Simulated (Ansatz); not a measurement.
The parent structure is BaZrO$_{3}$ in the cubic perovskite structure (space group Pm-3m, No. 221; a = 4.1806 Å).

Method: PBEsol (Ansatz, an electronic-structure program; PAW; 420 eV plane waves; no spin-orbit coupling).

Base values:

```
Quantity                         Value
-----------------------------  -------
Shortest interatomic distance  2.090 Å
```

The change: cell and atoms relaxed at a pressure of 30 GPa.

Problem. How does this affect the shortest interatomic distance?

Solution. The shortest interatomic distance falls by 0.093 Å (2.090 Å → 1.997 Å).

Load acts through the strain it causes; cell and atoms are relaxed under it. Stability against distortions was not tested. No other phases were tried under pressure.
